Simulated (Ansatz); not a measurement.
Ansatz (a quantum-chemistry and plane-wave program) run on LaTl3 (P4mm, 4 atoms in the cell): self-consistent single point.

Computed with PBEsol, harder PAW files (source: ansatz) made with PBE (plane waves; Ansatz).

The change in words: lattice scaled by 0.98; basis.ecutwfc: 420 eV → 510 eV; hamiltonian.pseudopotentials: {kind: paw} (the program's default PAW files) → {kind: paw, source: ansatz}. Reference geometry:
```xyz
4
Lattice="4.8376 0.0000 0.0000 0.0000 4.8376 0.0000 0.0000 0.0000 4.8376" Properties=species:S:1:pos:R:3 pbc="T T T"
La     0.0000     0.0000     0.0500
Tl     0.0000     2.4188     2.4188
Tl     2.4188     0.0000     2.4188
Tl     2.4188     2.4188     0.0000
```

Reference input (self-consistent single point, DFT, PBEsol, plane waves, default PAW files made with PBE): basis.ecutwfc = 420 eV; kpoints.mp_grid.grid = 5 5 5; hamiltonian.xc = pbesol; hamiltonian.pseudopotentials = {kind: paw} (the program's default PAW files); scf.occupations.method = fermi_dirac; scf.occupations.width = 0.1 eV. This run's input differs from it in these lines:

Ansatz 0.2 input:
```diff
@@ -3,5 +3,5 @@
   lattice:
-    - [4.837630, 0.000000, 0.000000]
-    - [0.000000, 4.837630, 0.000000]
-    - [0.000000, 0.000000, 4.837630]
+    - [4.740877, 0.000000, 0.000000]
+    - [0.000000, 4.740877, 0.000000]
+    - [0.000000, 0.000000, 4.740877]
   atoms:
@@ -12,3 +12,3 @@
 basis:
-  ecutwfc: 420.0
+  ecutwfc: 510.0
 kpoints:
@@ -17,3 +17,3 @@
   xc: pbesol
-  pseudopotentials: { kind: paw }
+  pseudopotentials: { kind: paw, source: ansatz }
 scf:
```

Output, abridged:

```
SCF iter   1: F=—  HF=-49397.534489 eV  |F-HF|=—  |Δ(HF+E_count)|=         —  Δρ=6.09e-2  dr2=1.12e1  ethr=3.10e-3  ⟨swp⟩=5.2  Hψ=2422  notcnv=0
all-band conjugate gradients solve this SCF's bands
preconditioner: auto → Kerker (q_TF=auto, 2.567 Å⁻¹)
SCF iter   2: F=—  HF=-49395.881390 eV  |F-HF|=—  |Δ(HF+E_count)|=    1.65e0  Δρ=2.41e-2  dr2=1.44e0  ethr=3.10e-3  ⟨swp⟩=3.8  Hψ=1596  notcnv=0  defer=3
   [... lines left out ...]
SCF iter   7: F=—  HF=-49395.239559 eV  |F-HF|=—  |Δ(HF+E_count)|=   2.32e-4  Δρ=1.46e-4  dr2=2.05e-5  ethr=7.99e-7  ⟨swp⟩=2.0  Hψ=1286  notcnv=0
SCF iter   8: F=—  HF=-49395.239589 eV  |F-HF|=—  |Δ(HF+E_count)|=   2.93e-5  Δρ=6.28e-5  dr2=5.27e-6  ethr=2.77e-8  ⟨swp⟩=2.2  Hψ=1288  notcnv=0
SCF iter   9: F=—  HF=-49395.239586 eV  |F-HF|=—  |Δ(HF+E_count)|=   2.25e-6  Δρ=1.19e-5  dr2=3.23e-7  ethr=7.13e-9  ⟨swp⟩=2.0  Hψ=1303  notcnv=0
SCF iter  10: F=-49395.239586 eV  HF=-49395.239586 eV  |F-HF|=1.53e-9  |Δ(HF+E_count)|=   1.30e-7  Δρ=2.04e-6  dr2=4.27e-9  ethr=1.35e-10  ⟨swp⟩=8.7  Hψ=3672  notcnv=0
SCF 1 converged in 10 iterations: F = -49395.239586 eV  dr2 = 4.27e-9
Free energy (F): -49395.239586 eV
Internal energy: -49395.155417 eV  (E = F + TS)
E sigma→0 (E₀):  -49395.197502 eV
Entropy (-TS):   -0.084169 eV (-21.042 meV/atom)
Fermi energy:    14.031300 eV
--- Forces (eV/Å), atoms counted from 1 ---
  atom   1  La    -0.00000000     0.00000000    -0.26519505
  atom   2  Tl     0.00000000     0.00000000     0.13981950
  atom   3  Tl    -0.00000000     0.00000000     0.13981950
  atom   4  Tl     0.00000000     0.00000000    -0.01444402
--- Stress (GPa, compression-positive) ---
        2.236519       0.000000      -0.000000
        0.000000       2.236519       0.000000
       -0.000000       0.000000       2.239242
  P = ⅓ Tr σ = 2.2374 GPa (22.374 kbar)
  The stress holds the Pulay correction. Without it, at fixed plane waves, as pw.x and ABINIT print it: P = 2.2341 GPa
```

The run converged in 10 iterations. Against the reference run the pressure goes from -1.22 to 2.24 GPa and the largest force goes from 0.214 to 0.265 eV/Å.

The starting cell comes from a database of computed structures (which also holds hypothetical and non-ambient phases and stackings), without a prior relaxation at this level. Its lattice was rescaled by up to half a per cent. One atom was moved a little off its site on purpose. For this run, on top of that: lattice scaled by 0.98. Ansatz's pressure includes its estimate of the finite-basis (Pulay) stress. The cutoff lies below the one recommended for these files.
